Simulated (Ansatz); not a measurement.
Cu3N: isotropic strain −3.00 %

The parent structure is Cu3N (space group Pm-3m, No. 221; a = 3.7209 Å).

It is then changed as follows: the cell is scaled by 0.9700 in all directions; the atoms relax in the strained cell.

The values are results of LDA/PAW in Ansatz (an electronic-structure program), without spin-orbit coupling, not measurements. k-mesh 13×13×13 (Γ-centred); smearing 0.05 eV (Fermi–Dirac).

The volume per atom decreases by 1.125 Å³ (12.88 Å³ → 11.75 Å³) and the space group remains Pm-3m (No. 221). The shortest interatomic distance shrinks by 0.0558 Å, from 1.860 Å to 1.805 Å and the energy grows by 54 meV/atom. The pressure goes from zero to 16.8 GPa and the band gap is still zero.

Cost of the whole job for the changed cell (relaxation, final SCF and bands): about 27 core-seconds (a rough figure).

Whether these cells are dynamically stable was not tested. All final runs are without spin polarisation. A zero or small gap of Cu3N can be the functional's error rather than a property of the material.
